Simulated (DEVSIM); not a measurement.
**abrupt Si p-n junction**

Structure: abrupt Si p-n junction, at 300 K.

```
layer (left to right)  material  thickness (μm)  Nd (cm⁻³)  Na (cm⁻³)  τn (s)  τp (s)
---------------------  --------  --------------  ---------  ---------  ------  ------
1                            Si            32.0          -     8.5e15  7.4e-5  7.4e-5
2                            Si            25.0     6.3e17          -  7.4e-5  7.4e-5
```

Left contact: ohmic. Right contact: ohmic. Voltage is applied to the left contact. Recombination: SRH at mid-gap, Auger. Mobility is μmin + (μ − μmin)/(1 + (N/Nref)^α).

The device is made up for the run: typed textbook-type constants, with dimensions and the other settings drawn at random. Values at 300 K.

```tsv
parameter	Si
gap (eV)	1.124
affinity (eV)	4.05
permittivity	11.7
Nc (cm⁻³)	2.86e19
Nv (cm⁻³)	3.1e19
μn (cm²/Vs)	1417
μp (cm²/Vs)	470
μn,min	52
μp,min	45
Nref,n	9.7e16
Nref,p	2.2e17
αn	0.68
αp	0.72
Cn (cm⁶/s)	2.8e-31
Cp (cm⁶/s)	9.9e-32
```

Model (solved in DEVSIM): 1D drift-diffusion, Boltzmann statistics, complete ionisation; no tunnelling, impact ionisation, image-force lowering or self-heating.

```
Quantity                                            Value
---------------------------------------------  ----------
Potential step across the device at zero bias     0.813 V
Largest field in the device at zero bias       57000 V/cm
Dark forward voltage at 1 A/cm²                   0.636 V
Dark forward voltage at 100 A/cm²                 0.795 V
```

Dark reverse current:

```tsv
V (V)	J (A/cm²)
-0.10	-7.1e-11
-0.25	-1.2e-10
-0.50	-1.9e-10
-0.75	-2.5e-10
-1.00	-3.0e-10
-1.50	-3.9e-10
-2.00	-4.7e-10
-2.50	-5.4e-10
-3.25	-6.3e-10
-4.00	-7.2e-10
-5.00	-8.2e-10
```

Small-signal capacitance in reverse bias (quasi-static):

```tsv
V (V)	C (nF/cm²)
-0.1	28.8
-0.25	26.5
-0.5	23.6
-0.75	21.5
-1	19.9
-1.5	17.6
-2	15.9
-2.5	14.6
-3.25	13.2
-4	12.1
-5	11.0
```
